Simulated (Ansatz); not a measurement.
Abridged Ansatz (a quantum-chemistry and plane-wave program) output:

```
Pseudopotential: Zn, paw, valence charge 12
Pseudopotential: S, paw, valence charge 6
Crystal: 12 atoms, lattice volume = 204.239 Å³
Basis set: ecut = 420 eV, 3911 PW (Γ), exchange–correlation on 80×80×80 points (8 copies of the dense FFT grid, shifted against one another)
Bands: 60, of which v1, the nominal top of the filled ones, is band 48 counted from 1 (47 counted from 0)
Symmetry: 24 space group operations
k-points: 11 of 125
Functional: x = pbesol(κ = 0.804, μ = 0.12345679012345678), c = pbesol(β = 0.046)
SCF iter   1: F=—  HF=-20209.494437 eV  |F-HF|=—  |Δ(HF+E_count)|=         —  Δρ=6.14e-2  dr2=4.77e0  ethr=3.10e-3  ⟨swp⟩=10.5  Hψ=3566  notcnv=0  defer=3
SCF iter   2: F=—  HF=-20208.280521 eV  |F-HF|=—  |Δ(HF+E_count)|=    1.21e0  Δρ=2.19e-2  dr2=6.65e-1  ethr=3.10e-3  ⟨swp⟩=2.9  Hψ=1340  notcnv=0  defer=45
SCF 1 converged in 10 iterations: F = -20207.994976 eV  dr2 = 5.88e-10
SCF converged after 10 iterations
Free energy (F): -20207.994976 eV
Internal energy: -20207.994976 eV  (E = F + TS)
E sigma→0 (E₀):  -20207.994976 eV
Entropy (-TS):   -0.000000 eV (-0.000 meV/atom)
Fermi energy:    9.137878 eV
--- Forces (eV/Å), atoms counted from 1 ---
  atom   1  Zn     0.00000000    -0.00000000     0.00000000
  atom   2  Zn     0.00000000    -0.00000000     0.00000000
  atom   3  Zn     0.00000000    -0.00000000    -0.00000000
  atom   4  Zn     0.00000000    -0.00000000    -0.00000000
  atom   5  S     -0.00006350    -0.00006350    -0.00006350
  atom   6  S     -0.00006350     0.00006350     0.00006350
  atom   7  S      0.00006350    -0.00006350     0.00006350
  atom   8  S      0.00006350     0.00006350    -0.00006350
  atom   9  S      0.00006350     0.00006350     0.00006350
  atom  10  S      0.00006350    -0.00006350    -0.00006350
  atom  11  S     -0.00006350     0.00006350    -0.00006350
  atom  12  S     -0.00006350    -0.00006350     0.00006350
--- Stress (GPa, compression-positive) ---
        0.003965       0.000000       0.000000
        0.000000       0.003965       0.000000
        0.000000       0.000000       0.003965
  P = ⅓ Tr σ = 0.0040 GPa (0.040 kbar)
```

Q: What was computed, and what are the main results?

A: ZnS2, 12 atoms in the cell, with PBEsol/PAW in Ansatz, spin-orbit coupling left out, earlier PAW set. The last SCF converged to F = -20207.994976 eV, or -1683.9996 eV per atom, at a pressure of 0.00 GPa. The total energy compares only with runs of the same code, potentials and settings.

Whether these cells are dynamically stable was not tested. The cell was made from FeS2 by this change: Fe → Zn; the result is a model cell, its experimental status unchecked.
